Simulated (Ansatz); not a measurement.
Band structure of Pb (Fm-3m, 1 atom in the cell).

```yaml
crystal:
  lattice:
    - [0.00000, 2.51970, 2.51970]
    - [2.51970, 0.00000, 2.51970]
    - [2.51970, 2.51970, 0.00000]
  atoms:
    - { symbol: Pb, position: [0.00000, 0.00000, 0.00000] }
```

Method of the run: PBE (plane waves, PAW; Ansatz, a program for electronic structure).

Settings: kpoints.mp_grid.grid = 8 8 8; hamiltonian.xc = pbe; hamiltonian.pseudopotentials = {kind: paw} (the program's default PAW files); scf.occupations.method = fermi_dirac; scf.occupations.width = 0.0073 Ry; kpoints.band_path.npoints = 8.

The starting cell comes from a database of computed structures (which also holds hypothetical and non-ambient phases and stackings), without a prior relaxation at this level. Its lattice was rescaled by a random factor within 2.5 % of one. Spin-orbit coupling is off.

Levels in eV from the Fermi level, bands 4 to 10:
```tsv
point	4	5	6	7	8	9	10
Γ	-16.89	-16.89	-11.36	7.04	7.04	7.04	9.75
X	-16.74	-16.74	-6.74	-3.03	2.03	2.03	5.26
W	-16.85	-16.74	-6.65	-1.23	-1.23	0.35	10.48
K	-16.83	-16.78	-6.82	-2.09	-1.09	2.90	6.35
L	-16.77	-16.77	-8.03	-3.91	5.33	5.33	9.04
U	-16.83	-16.78	-6.82	-2.09	-1.09	2.90	6.35
```

Bands cross the Fermi level along this path, so the cell is metallic at this level.

Keys are those of Ansatz 0.2.
